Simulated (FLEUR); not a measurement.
## FLEUR run on NiIr (R-3m, 2 atoms in the cell): self-consistent single point

Computed with PBEsol, all-electron FLAPW (FLEUR), scalar-relativistic valence.

This input was run:

Input of the input generator:

```
NiIr FLAPW
&input film=f /
1.3309851027 0.7684448710 4.1127899507
-1.3309851027 0.7684448710 4.1127899507
-0.0000000000 -1.5368889510 4.1127900985
1.8897261246
1.0 1.0 1.0

2
28 0.5000000000 0.5000000000 0.5000000000
77 0.0000000000 0.0000000000 0.0000000000

&comp jspins=1 /
&exco xctyp='PBEs' /
&kpt div1=10 div2=10 div3=10 gamma=t /
&end /
```

```xml
<?xml version="1.0" encoding="UTF-8" standalone="no"?>
<fleurInput fleurInputVersion="0.39">
   <comment>
      NiIr FLAPW                                                                                          
   </comment>
   <calculationSetup>
      <cutoffs Kmax="3.5" Gmax="12.2" GmaxXC="12.2" numbands="0"/>
      <scfLoop itmax="80" minDistance="0.00001" maxIterBroyd="25" imix="Anderson" alpha="0.05" precondParam="0.0" spinf="2.0"/>
      <coreElectrons ctail="T" frcor="F" kcrel="0" coretail_lmax="0"/>
      <xcFunctional name="PBEs" relativisticCorrections="F"/>
      <magnetism jspins="1"/>
      <soc l_soc="F" theta="0.0" phi="0.0" spav="F"/>
      <expertModes spex="0" secvar="F"/>
      <geometryOptimization l_f="T" forcealpha="1.0" forcemix="BFGS" epsdisp="0.00001" epsforce="0.00001"/>
      <ldaU l_linMix="F" mixParam="0.05" spinf="1.0"/>
   </calculationSetup>
   <cell>
      <bzIntegration valenceElectrons="31.0" mode="hist" fermiSmearingEnergy="0.00367493">
         <kPointListSelection listName="default-1"/>
         <!-- k-points included here -->
         <xi:include xmlns:xi="http://www.w3.org/2001/XInclude" href="kpts.xml"> </xi:include>
      </bzIntegration>
      <!-- symmetry operations included here -->
      <xi:include xmlns:xi="http://www.w3.org/2001/XInclude" href="sym.xml"> </xi:include>
      <bulkLattice scale="1.0">
         <bravaisMatrix>
            <row-1>    2.5151973200256039     1.4521503480435769     7.7720466148301357</row-1>
            <row-2>   -2.5151973200256039     1.4521503480435769     7.7720466148301357</row-2>
            <row-3>    0.0000000000000000    -2.9042992013137887     7.7720468941316563</row-3>
         </bravaisMatrix>
      </bulkLattice>
   </cell>
   <atomSpecies>
      <species name="Nickel (Ni)" element="Ni" atomicNumber="28">
         <mtSphere radius="2.27" gridPoints="783" logIncrement="0.016"/>
         <atomicCutoffs lmax="8" lnonsphr="6"/>
         <electronConfig flipSpins="F">
            <coreConfig>(1s1/2) (2s1/2) (2p1/2) (2p3/2) (3s1/2)</coreConfig>
            <valenceConfig>(3p1/2) (3p3/2) (4s1/2) (3d3/2) (3d5/2)</valenceConfig>
            <stateOccupation state="(3d3/2)" spinUp="1.6" spinDown="1.6"/>
            <stateOccupation state="(3d5/2)" spinUp="2.4" spinDown="2.4"/>
         </electronConfig>
         <energyParameters s="4" p="4" d="3" f="4"/>
         <lo type="SCLO" l="1" n="3" eDeriv="0"/>
      </species>
      <species name="Iridium (Ir)" element="Ir" atomicNumber="77">
         <mtSphere radius="2.27" gridPoints="783" logIncrement="0.017"/>
         <atomicCutoffs lmax="8" lnonsphr="6"/>
         <electronConfig flipSpins="F">
            <coreConfig>(1s1/2) (2s1/2) (2p1/2) (2p3/2) (3s1/2) (3p1/2) (3p3/2) (4s1/2) (3d3/2) (3d5/2) (4p1/2) (4p3/2) (5s1/2) (4d3/2) (4d5/2) (4f5/2) (4f7/2)</coreConfig>
            <valenceConfig>(5p1/2) (5p3/2) (6s1/2) (5d3/2) (5d5/2)</valenceConfig>
            <stateOccupation state="(5d3/2)" spinUp="1.4" spinDown="1.4"/>
            <stateOccupation state="(5d5/2)" spinUp="2.1" spinDown="2.1"/>
         </electronConfig>
         <energyParameters s="6" p="6" d="5" f="5"/>
         <lo type="SCLO" l="1" n="5" eDeriv="0"/>
      </species>
   </atomSpecies>
   <atomGroups>
      <atomGroup species="Nickel (Ni)">
         <relPos label="                   1">1.000/2.000 1.000/2.000 1.000/2.000</relPos>
         <force calculate="T" relaxXYZ="TTT"/>
      </atomGroup>
      <atomGroup species="Iridium (Ir)">
         <relPos label="                   2">.0000000000 .0000000000 .0000000000</relPos>
         <force calculate="T" relaxXYZ="TTT"/>
      </atomGroup>
   </atomGroups>
   <output dos="F" band="F" slice="F">
      <checks vchk="F" cdinf="F"/>
      <bandDOS minEnergy="-.5*Htr" maxEnergy="0.5*Htr" sigma="0.015" storeEVData="T"/>
      <vacuumDOS vacdos="F" integ="F" star="F" nstars="0" locx1="0.0" locy1="0.0" locx2="0.0" locy2="0.0" nstm="0" tworkf="0.0"/>
      <unfoldingBand unfoldBand="F" supercellX="1" supercellY="1" supercellZ="1"/>
      <plotting iplot="0" polar="F">
         <plot TwoD="T" vec1="  1.0  0.0  0.0" vec2="  0.0  1.0  0.0" vec3="  0.0  0.0  1.0" zero="  0.0  0.0  0.0" file="plot"/>
      </plotting>
      <chargeDensitySlicing numkpt="0" minEigenval="0.0" maxEigenval="0.0" nnne="0" pallst="F"/>
      <specialOutput eonly="F"/>
      <magneticCircularDichroism mcd="F" energyLo="-10.0" energyUp="0.0"/>
   </output>
  <!-- We include the file relax.xml here to enable relaxations (see documentation) -->
  <xi:include xmlns:xi="http://www.w3.org/2001/XInclude" href="relax.xml"> <xi:fallback/> </xi:include>
</fleurInput>
```

Output, abridged:

```
      Welcome to FLEUR        (www.flapw.de)
      MaX-Release 8.1          (www.max-centre.eu)

 ========== k-point set info ==========
 Selected k-point list: default-1
 k-point list type: mesh
 10 x 10 x 10
 Number of k points: 116

 ------------Calculation Setup---------------------------
           1           2           4          29          58         116
 Number of basis functions:          137
 Iteration:     1   Distance:      26.49602572 me/bohr^3
 Iteration:     2   Distance:      15.62362567 me/bohr^3
 Iteration:     3   Distance:      13.74092494 me/bohr^3
 Iteration:     4   Distance:      12.26792173 me/bohr^3
 Iteration:     5   Distance:       6.20022129 me/bohr^3
 Iteration:     6   Distance:       1.27247344 me/bohr^3
   [... 7 lines left out ...]
 Iteration:    14   Distance:       0.00229214 me/bohr^3
 Iteration:    15   Distance:       0.00071119 me/bohr^3
 Iteration:    16   Distance:       0.00059992 me/bohr^3
 Iteration:    17   Distance:       0.00009717 me/bohr^3
 Iteration:    18   Distance:       0.00000924 me/bohr^3

 Run finished successfully
 Stop message:
   Structural relaxation: Done

[file out, last iteration]
             iter=     19
          p o t e n t i a l   g e n e r a t o r
[...]
          integral of pseudo charge density inside the slab=        0.000000   0.000000
     coulomb potential in the interstitial region:
          density-coulomb potential integrals
          total density-coulomb potenti   -33173.4325015972
          density-effective potential integrals for spin  1
          total density-effective poten   -3.3708344666E+04
          charge density-energy density integrals
          total charge density-energy d   -4.0640533151E+02
 Updated energy parameters for spin:           1
  Atom    1 4s branch from -3.29 to  1.88 htr. ; e_l =  0.3438
  Atom    1 4p branch from -1.83 to  2.49 htr. ; e_l =  0.4851
  Atom    1 3d branch from -9.99 to  0.53 htr. ; e_l =  0.4229
  Atom    1 4f branch from -9.99 to  3.85 htr. ; e_l =  0.8059
  Atom    1 3p branch from-30.23 to -1.83 htr. ; e_l(l -1.8414
  Atom    2 6s branch from -2.89 to  2.39 htr. ; e_l =  0.2047
  Atom    2 6p branch from -1.24 to  3.51 htr. ; e_l =  0.3494
  Atom    2 5d branch from -9.98 to  0.82 htr. ; e_l =  0.3443
  Atom    2 5f branch from -1.60 to  3.06 htr. ; e_l =  0.6290
  Atom    2 5p branch from-17.52 to -1.24 htr. ; e_l(l -1.3610
[...]
 fermi energy and band-weighting factors:
at   0.00000   0.00000   0.00000   k-weight:    0.001000
   24 eigenvalues :
   -1.848335   -1.835396   -1.835396   -1.323870   -1.313005   -1.313005    0.119999    0.253086
    0.361666    0.361666    0.405405    0.405405    0.413817    0.457245    0.457245    0.498086
    0.517593    0.517593    0.783947    1.037377    1.173017    1.211029    1.211029    1.352546
   [... 2 blocks of this kind left out ...]

[...]
FERMIE:
          first approx. to ef    (T=0)  :   0.492229 htr   (energy of the highest occ. eigenvalue)
          number of occ. states  (T=0)  :       1806
          first approx. to seigv (T=0)  : -11.758222 htr
          sum of weights of occ. states :  15.504000
          sum of semicore charge        :   0.000000 e
FERHIS:  Fermi-Energy by histogram:
          bandgap                     :   0.000031 htr
          charge neutrality (T=0)     :   0.008000    (zero if the highest occ. eigenvalue is "entirely" occupied)
     EF_NEWTON:  Adjust Fermi-Energy by Newton-Method.
               Number of iterations needed  :   3
               The error in the weight is   : -0.27716E-11
               The error in ef is           :  0.67817E-13 htr
     -->  new fermi energy            :   0.492381 htr
          valence charge              :  31.000000 e
          actual charge blw ef-8kt    :  28.220000 e
          actual charge blw ef+8kt    :  31.000000 e
          number of occ. states       :      1913
          sum of the valence weights  :   15.500000
          entropy         :   0.992845 *kb htr/K =   0.00000 htr/K
          sum of val. single particle energies:       -11.7603464411 htr
 Direct bandgap for spin            1 :    8.5578790347551892E-003  Htr
 at k-point           85  with k-vector   0.20000000000000001       0.29999999999999999       0.80000000000000004
          valence density: spin= 1
[...]
     l-like charge
     atom     s        p        d        f        total
 -->  1    0.40138  6.40567  8.23032  0.03269   15.07935
 -->  2    0.38888  6.22471  5.92753  0.04399   12.59487
          total charge for spin  1=   31.000000
          interst. charge =       3.325771
          mt charge=             15.079355   12.594874
          total charge  =   31.000000
          z= 28.     r(1)=  0.835860E-05     dx= 0.016000     m.t.index= 783
               n    l     j    energy       weight
               1.   0.   0.5 -300.6618      2.0000
               2.   0.   0.5  -35.2575      2.0000
               2.   1.   0.5  -30.6658      2.0000
               2.   1.   1.5  -30.0242      4.0000
               3.   0.   0.5   -3.2908      2.0000
          atom type    1  (spin 1)
          kinetic energy=  0.138498434887E+04     sum of the eigenvalues= -0.859848627180E+03
          0.00056943  electrons lost from core.
          z= 77.     r(1)=  0.382397E-05     dx= 0.017000     m.t.index= 783
               n    l     j    energy       weight
               1.   0.   0.5-2792.0792      2.0000
               2.   0.   0.5 -487.5192      2.0000
               2.   1.   0.5 -466.9664      2.0000
   [... 14 lines left out ...]
          atom type    2  (spin 1)
          kinetic energy=  0.202041961829E+05     sum of the eigenvalues= -0.109455983765E+05
          0.00544252  electrons lost from core.
          total charge for spin  1=  105.000000
          interst. charge =       3.331627
          mt charge=             27.078894   74.589479
          total charge  =  105.000000
          zc=   105.000000     qfix=    1.000000
     t o t a l  e n e r g y
          sum of eigenvalues =            -11817.2073500783
          density-coulomb potential int   -33173.4325015972
          density-effective potential i   -33708.3446656646
          charge density-ex.-corr.energ     -406.4053315131
          el.-nucl. inter. diff. m.t.       1823.8989428033
          Madelung term for atom type:       -12.5293387528
          el.-nucl. inter. diff. m.t.      22379.1726713192
          Madelung term for atom type:       -55.0640036824
 ---->    total energy=                   -19372.6492232831 htr
 ---->    (input%tkb*entropy) TS=              0.0036486365 htr
 ---->    free energy=                    -19372.6528719196 htr
      extrapolation for T->0
 ---->    total electron energy=          -19372.6510476014 htr
 ***** TOTAL FORCES ON ATOMS *****
 TOTAL FORCE FOR ATOM TYPE=  1  X=  0.000   Y=  0.000   Z= 11.658
                       FX_TOT= 0.000000 FY_TOT= 0.000000 FZ_TOT= 0.000000
 TOTAL FORCE FOR ATOM TYPE=  2  X=  0.000   Y=  0.000   Z=  0.000
                       FX_TOT= 0.000000 FY_TOT= 0.000000 FZ_TOT= 0.000000
 Structural relaxation: Done
```

The run converged in 18 iterations. FLEUR gives forces in its relaxation mode, with a further iteration, so its stop message speaks of a relaxation.

The starting cell comes from a database of computed structures (which also holds hypothetical and non-ambient phases and stackings), without a prior relaxation at this level. Spin-orbit coupling is off. Spin polarisation is off. Values depend on the basis (sphere radii, cutoffs, local orbitals), which need not be converged. The log's line on a gap gives a spacing of levels on this mesh, which the program prints for metals too.

Cost on one core of a shared machine: roughly 2 min.
